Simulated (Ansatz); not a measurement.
Base system: CsPbBr3 in the cubic perovskite structure (space group Pm-3m, No. 221; a = 5.7702 Å). Axes: x, y, z lie along the cube axes.

Calculations: LDA (Ansatz, a first-principles code, PAW, spin-orbit coupling left out).

Base values:

Pressure: 0.00 GPa
Band gap: 1.17 eV

The change: a pure shear with ε_xy = ε_yx = 0.0067; the atoms relax in the strained cell.

Problem. Estimate the effect on the pressure.

Solution. The pressure (mean of the normal stresses, compression positive) is still 0.00 GPa.

Problem. Predict the new band gap.

Solution. The band gap falls by 0.024 eV to 1.14 eV.

Spin-orbit coupling, missing from the scalar runs, can matter with Pb. No phonon test of stability was made. Many cubic perovskites are stable only at high temperature; tilts and polar distortions were not tested. This is not the structure that CsPbBr3 has at room temperature and ambient pressure.
